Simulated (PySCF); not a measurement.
PySCF 2.14.0, PBE0/def2-svp, df: Ga(Cl)2(Ph) ([Cl][Ga]([Cl])[c]1ccccc1), 14 atoms. The geometry is a generated start, not checked to be a minimum at this level.

```
Property                                       Value
-------------------------------  -------------------
task                             energy and gradient
method                                          pbe0
basis                                       def2-svp
two-electron scheme                  density fitting
mol.max_memory                               7000 MB
mf.init_guess                        minao (default)
mf.DIIS                              CDIIS (default)
mf.diis_space                            8 (default)
mf.conv_tol                          1e-09 (default)
basis functions (reference run)                  177
grid points (reference run)                  1209488
```

```xyz
14

Ga     0.9184     0.5914     2.4676
Cl     0.9737    -0.8321     4.0149
Cl     1.5780     2.5313     2.9453
C      0.2379     0.1375     0.6107
C      0.0456     1.1562    -0.3132
C     -0.4383     0.8566    -1.5767
C     -0.7165    -0.4565    -1.9162
C     -0.5159    -1.4743    -0.9970
C     -0.0439    -1.1806     0.2715
H      0.2725     2.1810    -0.0403
H     -0.5982     1.6497    -2.2927
H     -1.0919    -0.6905    -2.9016
H     -0.7298    -2.4974    -1.2710
H      0.1086    -1.9724     0.9986
```

Differences are taken against the run with mf.grids.level = 8, mf.grids.prune = nwchem_prune (default); no run here is proven converged. One run each, on a shared machine, so no times are given.

Settings tried, all else as in the reference:
- mf.grids.level = 5
- mf.grids.level = 6
- mf.grids.level = 3 (default), no pruning
- mf.grids.level = 3 (default), mf.grids.atom_grid = 75×302
- mf.grids.level = 4
- mf.grids.level = 3 (default), mf.grids.atom_grid = 50×194
- mf.grids.level = 3 (default), mf.grids.atom_grid = 35×110
- mf.grids.level = 2
- mf.grids.level = 3 (default), mf.grids.prune = treutler_prune
- mf.grids.level = 3 (default)
- mf.grids.level = 1
- mf.grids.level = 0
- mf.grids.level = 3 (default), mf.grids.atom_grid = 99×590

### Question
Sort the settings: which keep to the reference within 0.10 meV/atom in energy, 1.0 meV/Å in forces (largest component), and which don't?

### Answer
Within it: mf.grids.level = 6; mf.grids.level = 5; mf.grids.level = 3 (default), mf.grids.atom_grid = 99×590; mf.grids.level = 4. Outside: mf.grids.level = 3 (default), mf.grids.prune = treutler_prune; mf.grids.level = 3 (default), no pruning; mf.grids.level = 3 (default); mf.grids.level = 2; mf.grids.level = 3 (default), mf.grids.atom_grid = 75×302; mf.grids.level = 1; mf.grids.level = 3 (default), mf.grids.atom_grid = 50×194; mf.grids.level = 3 (default), mf.grids.atom_grid = 35×110; mf.grids.level = 0.

```tsv
setting	grid points	energy against the reference	difference in forces (largest component)
the reference	1209488	—	—
mf.grids.level = 6	739144	under 0.001 meV/atom	0.064 meV/Å
mf.grids.level = 5	506944	under 0.001 meV/atom	0.22 meV/Å
mf.grids.level = 3 (default), mf.grids.atom_grid = 99×590	442656	−0.0038 meV/atom	0.33 meV/Å
mf.grids.level = 4	337952	−0.0036 meV/atom	0.34 meV/Å
mf.grids.level = 3 (default), mf.grids.prune = treutler_prune	173224	−0.0061 meV/atom	2.2 meV/Å
mf.grids.level = 3 (default), no pruning	319904	−0.0044 meV/atom	2.2 meV/Å
mf.grids.level = 3 (default)	192416	−0.0046 meV/atom	2.2 meV/Å
mf.grids.level = 2	130896	+0.0037 meV/atom	7.3 meV/Å
mf.grids.level = 3 (default), mf.grids.atom_grid = 75×302	199488	+0.0025 meV/atom	7.3 meV/Å
mf.grids.level = 1	63488	−0.026 meV/atom	52 meV/Å
mf.grids.level = 3 (default), mf.grids.atom_grid = 50×194	91296	under 0.001 meV/atom	52 meV/Å
mf.grids.level = 3 (default), mf.grids.atom_grid = 35×110	40136	+7.7 meV/atom	110 meV/Å
mf.grids.level = 0	15288	+270 meV/atom	150 meV/Å
```

Total energies are compared; such shifts often cancel in part in energy differences. The gradients leave out the derivatives of the grid weights. The tolerance is a choice made for this comparison.
